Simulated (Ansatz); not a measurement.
TiO2: band gap against strain

TiO2 (rutile, P4_2/mnm, 10.325 Å³/atom at rest, c along z) under an equal strain ε along all three axes. PBEsol in Ansatz, a plane-wave DFT program (PAW, default set), 420 eV, 7×7×11 Γ-centred mesh, Fermi-Dirac smearing 0.05 eV; ions are relaxed within the symmetry of each cell. Gaps are the smallest over the k-mesh and a band path, without spin-orbit coupling; in all rows the valence edge lies at Γ and the conduction edge at Γ.

Here s stands for strain and Eg for gap.

| strain (%) | gap (eV) |
|---|---|
| -3.00 | ? |
| -1.80 | 1.922 |
| -1.20 | 1.904 |
| -0.60 | 1.886 |
| 0.00 | 1.869 |

Problem. Fit Eg against s with a straight line, and predict the withheld value at s = -3.00.

Solution. Means: s -0.90000, Eg 1.8952. About the means, the sum of products is -0.053100 and the sum of squares of s is 1.8000; the slope is their ratio. Least squares gives Eg = 1.8687 - 0.02950·s. Residuals (row less fit): 0.0002, -0.0001, -0.0004, 0.0003; standard error 0.0004 (degrees of freedom: 2). Over these rows the gap moves by -2.9 ± 0.03 eV per unit strain, or -0.98 eV per unit of ln V. At the withheld row, Eg = 1.8687 - 0.02950 × (-3.0) = 1.9572 eV. The calculation gives 1.967 eV, 0.0098 eV above the prediction (10.0 % of the range of Eg in the table). The row lies outside the fitted rows, so this is an extrapolation. The fitted rows scatter only by rounding.

One order more, fitted to all 6 runs of the series, follows each within 0.001, so the miss is the next term of a smooth law. The primitive cell can neither tilt nor turn polar against its symmetry, as such crystals can under strain. Other structures, which can take over under pressure, weren't tried. Rows are the converged runs of the series near zero and its far end; series whose fitted rows scatter by over a few per cent of the range, as at a crossing or softening among them, aren't shown in this form. Most that stay on the fit to the last digits aren't either.
